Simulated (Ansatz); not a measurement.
# Sb: biaxial strain −1.04 %, plane normal [001], relaxed out of plane

Start from Sb in the fcc (Cu type) structure (space group Fm-3m, No. 225; a = 4.714 Å; relaxed with 0.1 eV smearing). Axes: x, y, z lie along the cube axes.

Now apply this change: compressive biaxial strain of 1.04 % in the plane normal to [001], as in epitaxy on a mismatched substrate; the out-of-plane cell vector and the atoms relax.

All numbers come from PBEsol (Ansatz, a program for electronic structure, PAW, no spin-orbit coupling). Γ-centred 24×24×24 mesh, Fermi–Dirac width 0.1 eV.

Volume per atom: 26.37 Å³ (base 26.19 Å³)
Space group: I4/mmm (No. 139) (base Fm-3m (No. 225))
Shortest interatomic distance: 3.299 Å (base 3.334 Å)
Energy relative to the base (free energy F): -1.0 meV/atom
Band gap: zero (base zero)
Out-of-plane strain: +2.79 %
Ratio −ε⊥/ε∥: 2.68
Mean in-plane stress (compression positive): -0.6 GPa

Final structure (turned so that z lies along the plane normal):

```
CELL_PARAMETERS angstrom
      3.29884     0.00000     0.00000
      0.00000     3.29884     0.00000
      1.64942    -1.64942     2.42286
ATOMIC_POSITIONS crystal
  Sb 0.00000 0.00000 0.00000
```

Cost of the whole job for the changed cell (relaxation, final SCF and bands): roughly 50 core-seconds.

Whether these cells are dynamically stable was not tested. Under biaxial strain −1.04 %, plane normal [001], relaxed out of plane the cell ends below the base's energy or with stress of the wrong sign: the atoms slid into a distortion or the cell is elastically unstable, so the base is not a stable minimum at this level. This is not the structure that Sb has at room temperature and ambient pressure.
